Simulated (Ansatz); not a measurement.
For MgS (model structure, started from the BN type, Pm-3n, No. 223, 12 atoms in the cell), PBE in Ansatz (plane waves, PAW) gives:

| Quantity | Result |
|---|---|
| lattice constant a | 6.985 Å |
| cohesive energy | 3.64 eV/atom |

### Question
What does r²SCAN (Ansatz, an electronic-structure program, PAW) give for the same quantities?

### Answer

- lattice constant a: 6.944 Å (drops by 0.6 %)
- cohesive energy: 3.88 eV/atom (goes up by 0.24 eV/atom)

Changes are worked out from the printed values.

Unless a cell is named, each level is at its own relaxed cell (PBE 28.40, r²SCAN 27.91 Å³/atom).

Ansatz's density-functional and Hartree–Fock values are scalar-relativistic unless marked +SOC, with PAW data made under PBE.

A model structure was made by putting elements into a prototype or built by hand; it is no filed structure, need not be a known phase, and can be a saddle point held by its symmetry.
